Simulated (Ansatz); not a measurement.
The parent structure is BaTiO3 in the cubic perovskite structure (space group Pm-3m, No. 221; a = 3.9702 Å).

Method: PBEsol, PAW, 420 eV (Ansatz, a first-principles code; no spin-orbit coupling), earlier PAW set.

Before the change:

| Item | Result |
|---|---|
| Pressure | 0.00 GPa |
| Gap character | indirect, R → Γ |

The change: an isotropic linear strain of −0.36 %, atoms relaxed at fixed cell.

**Question.** Estimate the effect on the pressure, energy relative to the base and gap character.

**Answer.** The pressure goes from zero to 2.00 GPa; the energy grows by 0.8 meV/atom; the gap character remains indirect, R → Γ.

Stability against distortions was not tested. The final runs are not spin-polarised. Many cubic perovskites are stable only at high temperature; tilts and polar distortions were not tested. This is not the structure that BaTiO3 has at room temperature and ambient pressure.
